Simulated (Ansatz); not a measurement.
```
Mg4Nb3N3O4
1.0
    3.00776     0.00001    -0.02415
    0.00000     3.00776     0.04822
    0.24941    -0.49659    30.91257
Mg O N Nb
8 8 6 6
Direct
  0.98937   0.20004   0.10664
  0.48940   0.69994   0.03787
  0.98930   0.20022   0.24435
  0.48934   0.70016   0.17551
  0.98919   0.20027   0.38203
  0.48925   0.70025   0.31320
  0.98910   0.20018   0.51967
  0.48915   0.70026   0.45090
  0.48940   0.70007   0.10671
  0.98941   0.19997   0.03759
  0.48931   0.70026   0.24435
  0.98936   0.20017   0.17551
  0.48920   0.70033   0.38203
  0.98925   0.20032   0.31319
  0.48910   0.70024   0.51995
  0.98915   0.20030   0.45083
  0.48916   0.69995   0.67145
  0.98905   0.20022   0.58874
  0.48930   0.69975   0.82076
  0.98915   0.19990   0.73678
  0.48942   0.69983   0.96880
  0.98931   0.19981   0.88609
  0.98917   0.19992   0.66181
  0.48909   0.70013   0.59804
  0.98930   0.19978   0.81073
  0.48916   0.69994   0.74680
  0.98940   0.19984   0.95950
  0.48930   0.69980   0.89573
```

The first 16 atoms are the substrate (MgO-rs), the rest the film (NbN-rs).

Computed with PBE (plane waves to 420 eV, PAW; Ansatz, a quantum-chemistry and plane-wave program). Spin–orbit coupling is left out; the runs are not spin-polarised; PBE gaps are too small against experiment. Its k-point mesh 10×10×1, Fermi–Dirac width 0.05 eV.

Q: Describe the bonding at the interfaces and give the barriers.

A: A periodic stack without vacuum, rock-salt NbN (0 0 1) on rock-salt MgO (0 0 1) (film strained to the substrate, started from cuts of the bulks and a machine-learned relaxation; slabs Mg8O8 and N6Nb6, which can lie off the formulas): substrate slab Mg8O8, film N6Nb6, surface cells [[1, 0], [1, 1]] and [[1, 0], [1, 1]], film strained by -3.8 and -3.8 %, outermost planes MgO/MgO and NNb/NNb as cut, which need not be the usual terminations and can put a slab off its formula.
| Property | Value |
|---|---|
| interface area | 9.0 Å² |
| period | 30.92 Å |
| heights between the nearest atoms of the two slabs at the two interfaces | 2.13 and 2.13 Å |
| Mg–Nb contacts across the interfaces within 1.22 times the sum of covalent radii | 8, mean 3.22 Å |
| Mg–N contacts across the interfaces within 1.22 times the sum of covalent radii | 2, mean 2.14 Å |
| Nb–O contacts across the interfaces within 1.22 times the sum of covalent radii | 2, mean 2.41 Å |
| hole barrier (PBE) | 3.66 eV |
| electron barrier (PBE) | 0.80 eV |
